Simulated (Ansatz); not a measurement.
The starting structures come from a database of crystals and need not be the phases stable at ambient conditions.

Tunnelling through a barrier is set by its complex band structure: the current falls as exp(−2κd) with the smallest κ.

Input:

```
AlLiH4
1.0
    4.46581    -0.03327     0.00000
    0.03340     4.46590     0.00000
   -2.21621     2.24959     4.94545
Li Al H
2 2 8
Direct
  0.37501   0.37499   0.25003
  0.62499   0.62501   0.74997
  0.87500   0.87500   0.25000
  0.12500   0.12500   0.75000
  0.21842   0.96881   0.42262
  0.78158   0.03119   0.57738
  0.70421   0.60857   0.42262
  0.29579   0.39143   0.57738
  0.03117   0.29579   0.92262
  0.96883   0.70421   0.07738
  0.39145   0.78159   0.92262
  0.60855   0.21841   0.07738
```

Space group of this cell: I4_1/a. The cell was relaxed by PBE-D3(BJ); by r2SCAN its mean pressure is 1.4 GPa.

Transport runs along the normal of the first two printed cell vectors, the (010) plane of the conventional cell.

The gap is the functional's own, uncorrected, and κ follows it; spin-orbit coupling is left out. Mid-gap values are interpolated between the computed energies.

Task: Compute, with r2SCAN in Ansatz (an electronic-structure program), the band gap and the smallest decay constant κ at mid-gap.

Result: Gap 4.32 eV on a 8×8×8 mesh; κ = 0.360 1/Å, at (0.500, 0.500) of the in-plane reciprocal vectors. At the zone centre, at the nearest computed energy, the slowest state has κ = 0.40 1/Å.
